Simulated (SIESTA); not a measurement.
Worked example: self-consistent single point of Al₂Cu (I4mm, 3 atoms in the cell) in SIESTA.

Computed with LDA PW92, numerical atomic orbitals DZP, PseudoDojo LDA standard norm-conserving potentials (rewritten from UPF to PSML) in SIESTA.

```
Al2Cu
1.0
   -2.02018     2.02018     2.83684
    2.02018    -2.02018     2.83684
    2.02018     2.02018    -2.83684
Al Cu
2 1
Direct
  0.75000   0.25000   0.50000
  0.25000   0.75000   0.50000
  0.50881   0.50881   0.00000
```

Reference input (self-consistent single point, DFT, LDA PW92, numerical atomic orbitals DZP, PseudoDojo LDA standard norm-conserving potentials (rewritten from UPF to PSML)): XC.functional = LDA; XC.authors = PW92; potentials = PseudoDojo LDA standard; PAO.BasisSize = DZP; PAO.EnergyShift = 0.005 Ry; MeshCutoff = 350 Ry; kgrid.MonkhorstPack = 5 5 5; OccupationFunction = MP; OccupationMPOrder = 0; ElectronicTemperature = 100 meV; MaxSCFIterations = 150; SCF.Mixer.Method = Broyden. This run's input differs from it in these lines:

```diff
@@ -29,9 +29,9 @@
 %block kgrid.MonkhorstPack
-    5   0   0  0.0
-    0   5   0  0.0
-    0   0   5  0.0
+    8   0   0  0.0
+    0   8   0  0.0
+    0   0   8  0.0
 %endblock kgrid.MonkhorstPack
 OccupationFunction           MP
-OccupationMPOrder            0
-ElectronicTemperature        100.0 meV
+OccupationMPOrder            1
+ElectronicTemperature        10.0 meV
```

Output, abridged:

```
        iscf     Eharris(eV)        E_KS(eV)     FreeEng(eV)     dDmax    Ef(eV) dHmax(eV)
   scf:    1    -4922.544269    -5171.551094    -5171.551207  1.224339 -2.421095 74.056129
   scf:    2    -5219.679343    -5273.424970    -5273.425029  1.173421 -5.205541 26.846385
   scf:    3    -5286.216016    -5280.480487    -5280.480611  0.523503 -4.994028 14.166165
   scf:    4    -5284.940732    -5283.064205    -5283.064256  0.222720 -4.907887  6.079861
   scf:    5    -5283.913507    -5283.546392    -5283.546442  0.076507 -4.878088  3.040426
   [... 4 lines left out ...]
   scf:   10    -5283.723463    -5283.723572    -5283.723622  0.001156 -4.859080  0.101173
   scf:   11    -5283.723782    -5283.723744    -5283.723794  0.002158 -4.858574  0.001941
   scf:   12    -5283.723744    -5283.723744    -5283.723794  0.000089 -4.858871  0.002809
   scf:   13    -5283.723744    -5283.723744    -5283.723795  0.000086 -4.859013  0.000666
SCF Convergence by DM+H criterion
max |DM_out - DM_in|         :     0.0000860942
max |H_out - H_in|      (eV) :     0.0006661592
SCF cycle converged after 13 iterations

Using DM_out to compute the final energy and forces

siesta: E_KS(eV) =            -5283.7237

siesta: E_KS - E_eggbox =     -5283.7237

siesta: Atomic forces (eV/Ang):
     1    0.000221   -0.000246    0.195806
     2   -0.000246    0.000221    0.195806
     3   -0.000050   -0.000050   -0.384886
   Tot   -0.000074   -0.000074    0.006726
   Max    0.384886
   Res    0.158050    sqrt( Sum f_i^2 / 3N )
   Max    0.384886    constrained

Stress tensor Voigt[x,y,z,yz,xz,xy] (kbar):       20.76       20.76       12.83        0.06        0.06        0.07
(Free)E + p*V (eV/cell)    -5284.2474
Target enthalpy (eV/cell)    -5283.7238

   [... lines left out ...]
siesta: FreeEng =     -5283.723795
   [... lines left out ...]
siesta:     0.012955    0.000045    0.000035
siesta:     0.000045    0.012955    0.000035
siesta:     0.000035    0.000035    0.008006

siesta: Cell volume =         46.310157 Ang**3

siesta: Pressure (static):
siesta:                Solid            Molecule  Units
siesta:          -0.00012313         -0.00007850  Ry/Bohr**3
siesta:          -0.01130563         -0.00720747  eV/Ang**3
siesta:         -18.11361619        -11.54763546  kBar
```

The run converged in 13 iterations. Against the reference run the free energy is nearly the same (within 1 meV/atom), the pressure goes from -2.07 to -1.81 GPa and the largest force goes from 0.402 to 0.385 eV/Å.

The starting cell comes from a database of computed structures (which also holds hypothetical and non-ambient phases and stackings), without a prior relaxation at this level. Its lattice was rescaled by up to half a per cent. One atom was moved a little off its site on purpose. Spin polarisation is off. Values carry the incompleteness of an atom-centred basis.

Cost on one core of a shared machine: roughly 2 min.
